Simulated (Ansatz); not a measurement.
The starting structures come from a database of crystals and need not be the phases stable at ambient conditions.

 Where the default PAW files enter, the runs use the earlier of Ansatz's two default sets.

Input:

```yaml
crystal:
  lattice:
    - [4.58224, 0.00000, 0.00000]
    - [0.00000, 7.48416, 0.00000]
    - [2.24648, 0.00000, 3.99377]
  atoms:
    - { symbol: Cd, position: [0.84847, 0.00017, 0.84847] }
    - { symbol: Cd, position: [0.15153, 0.50017, 0.15153] }
    - { symbol: Te, position: [0.18219, 0.12483, 0.18219] }
    - { symbol: Te, position: [0.81781, 0.62483, 0.81781] }
```

Space group of this cell: Cmc2_1. The cell is strained (all lengths scaled by 0.98); by r2SCAN its mean pressure is 1.2 GPa.

Transport runs along the normal of the first two printed cell vectors.

No gap correction and no spin-orbit coupling; mid-gap values are interpolated between computed energies.

Q: Compute, with r2SCAN in Ansatz (a first-principles code), the band gap and the smallest decay constant κ at mid-gap.

A: Gap 1.31 eV on a 8×4×8 mesh; κ = 0.090 1/Å, at the zone centre.
